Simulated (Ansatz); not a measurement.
The starting structures come from a database of crystals and need not be the phases stable at ambient conditions.

```yaml
crystal:
  lattice:
    - [3.99359, 0.00000, 0.00000]
    - [-1.99680, 3.45855, 0.00000]
    - [0.00000, 0.00000, 6.58611]
  atoms:
    - { symbol: Ga, position: [0.33333, 0.66667, 0.99998] }
    - { symbol: Ga, position: [0.66667, 0.33333, 0.49998] }
    - { symbol: As, position: [0.33333, 0.66667, 0.37402] }
    - { symbol: As, position: [0.66667, 0.33333, 0.87402] }
```

The cell is taken as given.

Transport runs along the normal of the first two printed cell vectors, the (001) plane of the conventional cell.

No gap correction and no spin-orbit coupling; mid-gap is the computed energy nearest the middle.

Q: Predict the band gap and the smallest decay constant κ at mid-gap from Ansatz (a quantum-chemistry and plane-wave program) with r2SCAN.

A: Gap 0.97 eV on a 12×12×6 mesh; κ = 0.059 1/Å, at the zone centre.
